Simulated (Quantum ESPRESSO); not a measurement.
**σxx against uniaxial strain in diamond-structure Si (space group 227): C11 (Quantum ESPRESSO, LDA)**

```yaml
crystal:
  lattice:
    - [0.00000, 2.70024, 2.70024]
    - [2.65973, 0.00000, 2.70024]
    - [2.65973, 2.70024, 0.00000]
  atoms:
    - { symbol: Si, position: [0.50000, 0.50000, 0.50000] }
    - { symbol: Si, position: [0.75000, 0.75000, 0.75000] }
```

Computed with LDA (PZ), GBRV 1.5 ultrasoft (LDA) pseudopotentials (plane waves; Quantum ESPRESSO). Settings: ecutwfc = 52 Ry; ecutrho = 260 Ry; occupations = smearing; smearing = fd; degauss = 0.000734986 Ry; potentials = {Si: si_lda_v1.uspp.F.UPF}; K_POINTS = automatic 12 12 12 0 0 0; conv_thr = 1e-10 Ry; mixing_beta = 0.7. The cell above is the first row's. The rows stretch one cube axis (x) by the strain ε and hold the other two. Stress is positive in tension. In all rows fractional positions and the k mesh are held.

| ε (%) | σxx (GPa) |
|---|---|
| -1.5 | ? |
| -1.0 | -1.61 |
| -0.5 | -0.80 |
| 0.0 | 0.01 |
| 0.5 | 0.81 |
| 1.0 | 1.61 |
| 1.5 | 2.39 |
| 2.0 | 3.17 |

Task: Fit σxx against ε with a parabola, and predict the withheld value at ε = -1.5.

Result: Least squares gives σxx = 0.011 + 1.6086·ε - 0.0143·ε². Residuals (row less fit): 0.002, -0.003, -0.001, -0.002, 0.005, -0.002, -0.001; standard error 0.003 (degrees of freedom: 4). The slope at ε = 0, 1.6086 GPa per cent, gives C11 ≈ 100 × 1.6086 = 161 GPa, for the static lattice. At the withheld row, σxx = 0.011 + 1.6086 × (-1.5) - 0.0143 × (-1.5)² = -2.434 GPa. The calculation gives -2.44 GPa, 0.006 GPa below the prediction (0.1 % of the range of σxx in the table). The row lies outside the fitted rows, so this is an extrapolation. From the scatter of the fitted rows alone, a prediction at this place has a standard error of 0.006 GPa, so the miss is 1.0 times that.

Carrying the step between the two nearest rows on in a straight line would have given -2.42, off by 0.02; series whose last step already gives the withheld value aren't shown. The reference cell has the volume at which an earlier scan in this program and functional put its minimum by a fit. The runs keep the symmetry of the cell, so they don't test it for distortions. The unstrained cell stands at a pressure of -0.01 GPa, and the constants belong to that pressure. By symmetry this strain leaves no force on the atoms; the largest in the rows is 0.000 eV/Å. Cutoffs and mesh are single choices, not tested for convergence of this quantity. Series with a scatter that would blur these digits, or in which a gap closes, are not shown. Strain series were run only where this level's volume lies within 10 % of a first guess from the measured size.
